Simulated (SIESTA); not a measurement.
Short convergence ladders for YZnCuP2 (P3m1, 5 atoms in the cell)

```xyz
5
Lattice="3.9753 0.0000 0.0000 -1.9876 3.4427 0.0000 0.0000 0.0000 6.5642" Properties=species:S:1:pos:R:3 pbc="T T T"
Y      0.0000     2.2951     6.5127
Zn     0.0000     0.0000     2.4715
Cu     1.9876     1.1476     4.1979
P      1.9876     1.1476     1.6850
P      0.0000     0.0000     4.8755
```

Base method: LDA PW92, numerical atomic orbitals DZP, PseudoDojo LDA standard norm-conserving potentials (rewritten from UPF to PSML) (SIESTA).

Base settings: XC.functional = LDA; XC.authors = PW92; potentials = PseudoDojo LDA standard; PAO.BasisSize = DZP; PAO.EnergyShift = 0.01 Ry; MeshCutoff = 400 Ry; kgrid.MonkhorstPack = 3 3 2; OccupationFunction = MP; OccupationMPOrder = 0; ElectronicTemperature = 100 meV.

Core times come from one kind of shared machine, to one figure; runs under 30 s give none.

**The width of Gaussian smearing**

The mesh stays at the base's, so the ladder's end is converged at best in this setting alone.

Only quantities that move along the ladder and can be compared are tabulated; the gap is left out on so coarse a mesh.

| ElectronicTemperature | free energy less the last step's (meV/atom) | pressure (GPa) | largest difference of a force vector from the last step's (eV/Å) |
|---|---|---|---|
| 1000 meV | -65.54 | -7.67 | 0.533 |
| 500 meV | -19.88 | -7.83 | 0.334 |
| 200 meV | -3.77 | -7.69 | 0.211 |
| 20 meV | 0.00 | -7.50 | 0.000 |

Widest ElectronicTemperature that holds the forces within 0.02 eV/Å: not settled: the last two steps still differ by 0.21 eV/Å, over half the tolerance, so the ladder does not show it.

Widest ElectronicTemperature that holds the free energy within 5 meV/atom: not settled: the last two steps still differ by 3.8 meV/atom, over half the tolerance, so the ladder does not show it.

Widest ElectronicTemperature that holds the pressure within 0.1 GPa: not settled: the last two steps still differ by 0.19 GPa, over half the tolerance, so the ladder does not show it.

**The SCF threshold**

In this ladder: SCF.DM.Tolerance = default; SCF.DM.Converge = false; SCF.H.Converge = false; SCF.FreeE.Converge = true.

The mesh stays at the base's, so the ladder's end is converged at best in this setting alone.

Only quantities that move along the ladder and can be compared are tabulated; the gap is left out on so coarse a mesh.

```csv
SCF.FreeE.Tolerance,free energy less the last step's (meV/atom),pressure (GPa),largest difference of a force vector from the last step's (eV/Å),core time / last (rough)
1.0E-01 eV,16.91,-6.82,0.385,0.4
1.0E-02 eV,16.91,-6.82,0.385,0.4
1.0E-03 eV,0.02,-7.60,0.010,0.5
1.0E-04 eV,0.02,-7.60,0.010,0.5
1.0E-05 eV,0.00,-7.58,0.001,0.5
1.0E-06 eV,0.00,-7.57,0.000,0.5
1.0E-07 eV,0.00,-7.57,0.000,0.5
1.0E-08 eV,0.00,-7.57,0.000,0.6
1.0E-10 eV,0.00,-7.57,0.000,1
```

Coarsest SCF.FreeE.Tolerance that holds the pressure within 0.2 GPa of the last step, with all finer ones: 1.0E-03 eV; the step before is off by 0.75 GPa.

Coarsest SCF.FreeE.Tolerance that holds the forces within 0.02 eV/Å of the last step, with all finer ones: 1.0E-03 eV; the step before is off by 0.39 eV/Å.

Coarsest SCF.FreeE.Tolerance that holds the free energy within 5 meV/atom of the last step, with all finer ones: 1.0E-03 eV; the step before is off by 17 meV/atom.

Two neighbours can agree and both be off: 1.0E-01 eV and 1.0E-02 eV differ by 0.00 meV/atom in the free energy, yet lie about 17 meV/atom from the last step.

On the base run: the starting cell comes from a database of computed structures (which also holds hypothetical and non-ambient phases and stackings), without a prior relaxation at this level. Its lattice was rescaled by up to half a per cent. One atom was moved a little off its site on purpose. Spin polarisation is off. Values carry the incompleteness of an atom-centred basis. In the base run, with a pressure of about -8 GPa the cell is away from its equilibrium volume at this level.

Left out of this page: 1 run of the series failed or unconverged.
